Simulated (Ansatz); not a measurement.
This Ansatz (a quantum-chemistry and plane-wave program) input is the reference run, Si in the diamond structure (space group Fd-3m, No. 227), computed with r2SCAN/PAW in Ansatz, scalar-relativistic without spin-orbit coupling:

Ansatz 0.2 input:
```yaml
crystal:
  lattice:
    - [0, 2.7221559623, 2.7221559623]
    - [2.7221559623, 0, 2.7221559623]
    - [2.7221559623, 2.7221559623, 0]
  atoms:
    - { symbol: Si, position: [0.5, 0.5, 0.5] }
    - { symbol: Si, position: [0.75, 0.75, 0.75] }
basis: { ecutwfc: 500, ecutrho_ratio: 4, xc_grid: 4, fft_grid_basis: typed }
kpoints: { mp_grid: { grid: [10, 10, 10] } }
hamiltonian:
  xc: r2scan
  dispersion: none
  pseudopotentials: { kind: paw }
scf: { occupations: { method: fermi_dirac, width: 0.05 }, convergence: { dr2_threshold: 0.0000000002 } }
output: { forces: true, stress: true }
checkpoint: { write: state.ck, write_every: 1000 }
```

Write the input for this change: a hydrostatic pressure of 0.3 GPa.


Ansatz 0.2 input:
```yaml
crystal:
  lattice:
    - [0, 2.7221559623, 2.7221559623]
    - [2.7221559623, 0, 2.7221559623]
    - [2.7221559623, 2.7221559623, 0]
  atoms:
    - { symbol: Si, position: [0.5, 0.5, 0.5] }
    - { symbol: Si, position: [0.75, 0.75, 0.75] }
basis: { ecutwfc: 500, ecutrho_ratio: 4, xc_grid: 4, fft_grid_basis: typed }
kpoints: { mp_grid: { grid: [10, 10, 10] } }
hamiltonian:
  xc: r2scan
  dispersion: none
  pseudopotentials: { kind: paw }
scf: { occupations: { method: fermi_dirac, width: 0.05 } }
relax: { f_tol: 0.01, max_steps: 60, cell: { stress_tol: 0.02, p_target: 0.3 } }
output: { forces: true, stress: true }
checkpoint: { write: state.ck, write_every: 1000 }
```
This is the input that was run.

Load acts through the strain it causes; cell and atoms are relaxed under it. Stability against distortions was not tested.
